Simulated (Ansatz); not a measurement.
Consider SiO2 in the rutile structure (space group P4_2/mnm, No. 136; a = 4.185 Å, c = 2.669 Å).

Levels (all Ansatz, a first-principles code, PAW): r2SCAN (500 eV, no spin-orbit coupling); HSE06 (420 eV, no spin-orbit coupling).

Its gap is 6.51 eV with r2SCAN and 7.66 eV with HSE06.

Modification: a hydrostatic pressure of 22.5 GPa.

With r2SCAN the gap becomes 7.60 eV.

### Question
If the HSE06 correction stayed the same, what would the HSE06 gap be, and what does the HSE06 run give?

### Answer
A rigid correction of +1.15 eV gives 8.75 eV. The HSE06 run gives 8.77 eV, so the two effects roughly add.

Single points use the geometry relaxed with r2SCAN. Load acts through the strain it causes; cell and atoms are relaxed under it. No phonon test of stability was made. Competing high-pressure phases were not computed.
